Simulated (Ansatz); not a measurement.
Surface: Si(111) 1x1 surface, 6 top atoms, 3 bilayers, bottom bilayer H-capped and fixed, every top atom capped by H; cell 11.5 x 6.6 Å; two neighbouring H replaced by OH; about 7 Å thick over the host's atoms, 18 atoms held. The numbers are results of PBE-D3(BJ) (plane waves to 420 eV, PAW; Ansatz, a quantum-chemistry and plane-wave program), not measurements. k mesh 1 x 2 x 1. Some slab states were started with spin and the others were run without it. Slab thickness, cell and mesh are as stated and are not converged limits. All energies are electronic energies at 0 K, without vibrations. Each state was relaxed from one prepared geometry.

End state of this step: AlCl3, bound to one O-H group, takes the H of a neighbouring group, which it binds too. Atoms near the product:

```csv
atom,x (Å),y (Å),z (Å)
H(14),0.025,6.790,11.038
H(45),-2.001,3.287,11.062
O(48),2.446,3.169,11.109
H(49),1.223,4.850,13.233
Al(a0),3.761,3.319,12.213
Cl(a1),4.454,1.648,13.317
Cl(a2),3.499,5.044,13.425
Cl(a3),-0.065,4.659,13.104
```

Task: What energy does it take to move HCl into the gas, one a cell, with the surface relaxed behind it, and what are its closest contacts before it leaves?

Result: 0.33 eV. Its closest contacts to the rest of the cell: H(49)...Cl(a2) 2.29 Å, Cl(a3)...H(14) 2.97 Å, H(49)...O(48) 2.97 Å.

Here AlCl3 is the monomer.
